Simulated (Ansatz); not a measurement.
**CaO, pressure series**

Take CaO in the rock salt structure (space group Fm-3m, No. 225; a = 4.831 Å) as the base.

Cell and atoms are relaxed at each pressure.

The values are results of PBE, PAW, 420 eV (Ansatz, an electronic-structure program; no spin-orbit coupling), not measurements.

| pressure (GPa) | volume per atom (Å³/atom) |
|---|---|
| -1 | 14.229 |
| 0 | 14.092 |
| 0.9 | 13.975 |
| 2.1 | 13.826 |
| 4.5 | 13.551 |
| 9 | 13.102 |
| 15 | ? |
| 22.5 | 12.093 |
| 30 | 11.668 |

Q: Fit the third-order Birch–Murnaghan form P(V) = (3B₀/2)[(V₀/V)^(7/3) − (V₀/V)^(5/3)]·[1 + (3/4)(B₀′ − 4)((V₀/V)^(2/3) − 1)] (squares taken in P) to the rows shown and predict the withheld row.

A: Least squares on the printed values gives V₀ = 14.092 Å³/atom, B₀ = 106 GPa, B₀′ = 4.3; this predicts 12.604 Å³/atom, and the run gives 12.604 Å³/atom, in agreement.

Measured bulk modulus of CaO: 120 GPa (0 K or low temperature; as listed in Wei Chen et al., Physical Review Materials (2018)); the computed value is 12 % below it.

Load acts through the strain it causes; cell and atoms are relaxed under it. Whether these cells are dynamically stable was not tested. No other phases were tried under pressure.
